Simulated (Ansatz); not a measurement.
**HgS, response to strain**

Take HgS in the zinc blende structure (space group F-43m, No. 216; a = 5.9916 Å) as the base.

Strains are applied to the cell and any free atomic positions relax.

Method: DFT with PBE, PAW potentials and a 420 eV plane-wave cutoff in Ansatz (an electronic-structure program), no spin-orbit coupling.

Candidates:
(a) isotropic strain +1.50 %
(b) isotropic strain −1.50 %
(c) isotropic strain −2.50 %
(d) isotropic strain −0.50 %

Notes on the quantities. energy relative to the base: free energy F.

Q: Order them by energy relative to the base, lowest first.

A: (d) isotropic strain −0.50 % (+1.0 meV/atom), (a) isotropic strain +1.50 % (+8.1 meV/atom), (b) isotropic strain −1.50 % (+9.1 meV/atom), (c) isotropic strain −2.50 % (+26 meV/atom)

A case with no gap was solved on a k-mesh chosen for an insulator, which is coarse for it. No phonon test of stability was made. All final runs are without spin polarisation.
